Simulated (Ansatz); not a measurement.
Cost and result by functional for the surface energy of the (221) surface of fcc Ir in its 1x1 cell, outermost plane spacing 0.65 Å in the ideal cut, in Ansatz (plane waves, PAW). Single points on the PBE structure, on one kind of machine; costs are rough ratios of the slab run's core time (references not counted) to the cheapest single point. r2SCAN's cost holds its higher cutoff (500 against 420 eV). Differences are taken against r2SCAN for comparison alone: no measured value is at hand, so the table doesn't rank accuracy.

Set-up: 17 atoms, 10.3 Å thick at the start (thin: gaps and levels are the slab's own); mesh 14x5x1; 0.1 eV smearing; dipole correction on; all atoms relaxed; held to the start's symmetry, so lower structures may exist; no spin, no spin-orbit, no U. These notes are the PBE run's.

```
functional                     relative cost  surface energy (J/m²)  less r2SCAN (J/m²)
-----------------------------  -------------  ---------------------  ------------------
LDA                                        1                   3.24                0.36
PBEsol                                     1                   3.07                0.19
RPBE                                       1                   2.37               -0.50
r2SCAN                                     2                   2.88                0.00
PBE (the relaxed run's value)              –                   2.62               -0.25
```

The values span 0.86 J/m², while the single points' costs differ by a factor of roughly 2. Differences are of unrounded values.

Ansatz is an electronic-structure program.
